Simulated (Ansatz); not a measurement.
Defect migration in beta Si3N4: interstitial N, charge state -1. All values below come from PBE, PAW (plane waves to 420 eV; Ansatz, a first-principles code).

Cell of 84 host sites held at the relaxed PBE lattice; the Γ point alone; Fermi-Dirac width 0.01 eV, spin-restricted; finite-size errors left in. No zero-point or tunnelling terms. The charge state is imposed; whether it is stable for some Fermi level was not computed. Sites that were not tried may lie lower.

Barriers: single points on a 2×2×2 k-point mesh shifted by half a step along c at the bands' geometries.

Relaxed starting cell (atoms counted from 1):

```yaml
crystal:
  lattice:
    - [15.32742, 0.00000, 0.00000]
    - [-3.83185, 6.63697, 0.00000]
    - [0.00000, 0.00000, 8.77980]
  atoms:
    - { symbol: Si, position: [0.21160, 0.16323, 0.24248] }
    - { symbol: Si, position: [0.20213, 0.17363, 0.58049] }
    - { symbol: Si, position: [0.19889, 0.17392, 0.91211] }
    - { symbol: Si, position: [0.70286, 0.17575, 0.25126] }
    - { symbol: Si, position: [0.70284, 0.17585, 0.58470] }
    - { symbol: Si, position: [0.70292, 0.17547, 0.91760] }
    - { symbol: Si, position: [0.11591, 0.40024, 0.08266] }
    - { symbol: Si, position: [0.11678, 0.40004, 0.41022] }
    - { symbol: Si, position: [0.11532, 0.40664, 0.74614] }
    - { symbol: Si, position: [0.61437, 0.40441, 0.08462] }
    - { symbol: Si, position: [0.61336, 0.40448, 0.41808] }
    - { symbol: Si, position: [0.61394, 0.40414, 0.75173] }
    - { symbol: Si, position: [0.40899, 0.23299, 0.24692] }
    - { symbol: Si, position: [0.41282, 0.22917, 0.58504] }
    - { symbol: Si, position: [0.40958, 0.22524, 0.91954] }
    - { symbol: Si, position: [0.91269, 0.22881, 0.24801] }
    - { symbol: Si, position: [0.91280, 0.22961, 0.58077] }
    - { symbol: Si, position: [0.91274, 0.22919, 0.91501] }
    - { symbol: Si, position: [0.29371, 0.83087, 0.08415] }
    - { symbol: Si, position: [0.29721, 0.81482, 0.43240] }
    - { symbol: Si, position: [0.29857, 0.81977, 0.75269] }
    - { symbol: Si, position: [0.79747, 0.82255, 0.08221] }
    - { symbol: Si, position: [0.79752, 0.82268, 0.41544] }
    - { symbol: Si, position: [0.79732, 0.82260, 0.74870] }
    - { symbol: Si, position: [0.08686, 0.76715, 0.07895] }
    - { symbol: Si, position: [0.08950, 0.76825, 0.41407] }
    - { symbol: Si, position: [0.08817, 0.76807, 0.74703] }
    - { symbol: Si, position: [0.58798, 0.76998, 0.08537] }
    - { symbol: Si, position: [0.58834, 0.76944, 0.41886] }
    - { symbol: Si, position: [0.58764, 0.76793, 0.75297] }
    - { symbol: Si, position: [0.38631, 0.60680, 0.25413] }
    - { symbol: Si, position: [0.38565, 0.58772, 0.58838] }
    - { symbol: Si, position: [0.38310, 0.59126, 0.92242] }
    - { symbol: Si, position: [0.88608, 0.59349, 0.24852] }
    - { symbol: Si, position: [0.88589, 0.59349, 0.58132] }
    - { symbol: Si, position: [0.88503, 0.59200, 0.91429] }
    - { symbol: N, position: [0.33806, 0.35417, 0.26035] }
    - { symbol: N, position: [0.33259, 0.32820, 0.58797] }
    - { symbol: N, position: [0.33053, 0.32894, 0.92187] }
    - { symbol: N, position: [0.83353, 0.33240, 0.24927] }
    - { symbol: N, position: [0.83346, 0.33262, 0.58243] }
    - { symbol: N, position: [0.83316, 0.33156, 0.91563] }
    - { symbol: N, position: [0.16413, 0.65941, 0.08023] }
    - { symbol: N, position: [0.16774, 0.66314, 0.41447] }
    - { symbol: N, position: [0.16747, 0.66655, 0.74622] }
    - { symbol: N, position: [0.66695, 0.66591, 0.08437] }
    - { symbol: N, position: [0.66744, 0.66631, 0.41722] }
    - { symbol: N, position: [0.66706, 0.66551, 0.75141] }
    - { symbol: N, position: [0.15112, 0.32249, 0.24679] }
    - { symbol: N, position: [0.14893, 0.32834, 0.58050] }
    - { symbol: N, position: [0.14940, 0.33351, 0.91140] }
    - { symbol: N, position: [0.64848, 0.32833, 0.25162] }
    - { symbol: N, position: [0.64805, 0.32783, 0.58483] }
    - { symbol: N, position: [0.64916, 0.32899, 0.91793] }
    - { symbol: N, position: [0.48447, 0.29855, 0.08357] }
    - { symbol: N, position: [0.48426, 0.30692, 0.41867] }
    - { symbol: N, position: [0.48371, 0.29978, 0.75283] }
    - { symbol: N, position: [0.98367, 0.29318, 0.08153] }
    - { symbol: N, position: [0.98462, 0.29593, 0.41417] }
    - { symbol: N, position: [0.98377, 0.29640, 0.74753] }
    - { symbol: N, position: [0.35514, 0.96268, 0.27604] }
    - { symbol: N, position: [0.33618, 0.96664, 0.59090] }
    - { symbol: N, position: [0.33757, 0.96425, 0.91190] }
    - { symbol: N, position: [0.83472, 0.96596, 0.24884] }
    - { symbol: N, position: [0.83500, 0.96650, 0.58203] }
    - { symbol: N, position: [0.83483, 0.96601, 0.91519] }
    - { symbol: N, position: [0.35102, 0.67692, 0.08563] }
    - { symbol: N, position: [0.35344, 0.66996, 0.42599] }
    - { symbol: N, position: [0.35055, 0.66319, 0.75291] }
    - { symbol: N, position: [0.85196, 0.66973, 0.08154] }
    - { symbol: N, position: [0.85192, 0.67009, 0.41497] }
    - { symbol: N, position: [0.85152, 0.66960, 0.74780] }
    - { symbol: N, position: [0.14872, 0.02959, 0.07179] }
    - { symbol: N, position: [0.16576, 0.02933, 0.41672] }
    - { symbol: N, position: [0.16282, 0.03006, 0.74634] }
    - { symbol: N, position: [0.66618, 0.03272, 0.08412] }
    - { symbol: N, position: [0.66621, 0.03261, 0.41851] }
    - { symbol: N, position: [0.66534, 0.03137, 0.75135] }
    - { symbol: N, position: [0.01642, 0.69763, 0.24830] }
    - { symbol: N, position: [0.01636, 0.69822, 0.58025] }
    - { symbol: N, position: [0.01475, 0.69299, 0.91196] }
    - { symbol: N, position: [0.51789, 0.71079, 0.25224] }
    - { symbol: N, position: [0.51713, 0.70088, 0.58624] }
    - { symbol: N, position: [0.51555, 0.70026, 0.91947] }
    - { symbol: N, position: [0.28547, 0.02142, 0.18134] }
```
Cell charge -1.

End state 1 differs by these moves (Å; atoms that move under 0.08 Å are left out):

```json
[
 {"atom": "1", "element": "Si", "Δx": "-0.11", "Δy": "0.01", "Δz": "0.04"},
 {"atom": "3", "element": "Si", "Δx": "0.07", "Δy": "-0.05", "Δz": "0.02"},
 {"atom": "7", "element": "Si", "Δx": "-0.03", "Δy": "-0.08", "Δz": "-0.02"},
 {"atom": "11", "element": "Si", "Δx": "0.05", "Δy": "0.09", "Δz": "0.03"},
 {"atom": "13", "element": "Si", "Δx": "0.19", "Δy": "0.11", "Δz": "0.13"},
 {"atom": "19", "element": "Si", "Δx": "0.04", "Δy": "-0.23", "Δz": "-0.15"},
 {"atom": "20", "element": "Si", "Δx": "0.04", "Δy": "0.10", "Δz": "-0.21"},
 {"atom": "31", "element": "Si", "Δx": "0.02", "Δy": "-0.13", "Δz": "-0.04"},
 {"atom": "33", "element": "Si", "Δx": "0.04", "Δy": "-0.05", "Δz": "-0.08"},
 {"atom": "37", "element": "N", "Δx": "0.07", "Δy": "-0.19", "Δz": "-0.09"},
 {"atom": "43", "element": "N", "Δx": "-0.04", "Δy": "-0.10", "Δz": "-0.10"},
 {"atom": "51", "element": "N", "Δx": "0.01", "Δy": "-0.12", "Δz": "0.01"},
 {"atom": "56", "element": "N", "Δx": "0.01", "Δy": "0.27", "Δz": "0.12"},
 {"atom": "61", "element": "N", "Δx": "0.58", "Δy": "0.36", "Δz": "0.20"},
 {"atom": "67", "element": "N", "Δx": "0.03", "Δy": "-0.14", "Δz": "-0.05"},
 {"atom": "68", "element": "N", "Δx": "-0.07", "Δy": "-0.14", "Δz": "-0.09"},
 {"atom": "73", "element": "N", "Δx": "0.23", "Δy": "-0.05", "Δz": "0.07"},
 {"atom": "85", "element": "N", "Δx": "0.59", "Δy": "-0.65", "Δz": "0.40"}
]
```

### Question
Predict the forward and backward barriers to end state 1 from PBE, PAW.

### Answer
forward 0.29 eV, backward 0.17 eV; at the saddle point atom 85 has neighbours N at 1.61; Si at 1.69, Si at 1.83 Å. The saddle point's order was not checked.

End state 2 differs by these moves (Å; atoms that move under 0.08 Å are left out):

| atom | element | Δx | Δy | Δz |
|---|---|---|---|---|
| 1 | Si | -0.09 | 0.03 | 0.06 |
| 3 | Si | 0.03 | 0.06 | -0.10 |
| 13 | Si | 0.08 | -0.02 | 0.07 |
| 19 | Si | -0.09 | 0.03 | 0.06 |
| 20 | Si | 0.03 | 0.06 | -0.10 |
| 25 | Si | 0.08 | -0.02 | 0.07 |
| 37 | N | 0.03 | -0.10 | -0.06 |
| 43 | N | 0.03 | -0.10 | -0.06 |
| 61 | N | -0.07 | 0.04 | -0.13 |
| 73 | N | -0.07 | 0.04 | -0.13 |
| 85 | N | -0.91 | -0.30 | -0.26 |

### Question
Estimate the forward and backward barriers to end state 2 that PBE, PAW returns for this input.

### Answer
forward 0.34 eV, backward 0.34 eV; at the saddle point atom 85 has neighbours 2 N at 1.92; 2 Si at 1.80 Å. The saddle point's order was not checked, and it lies on a symmetry element of the cell, where a band can be held.
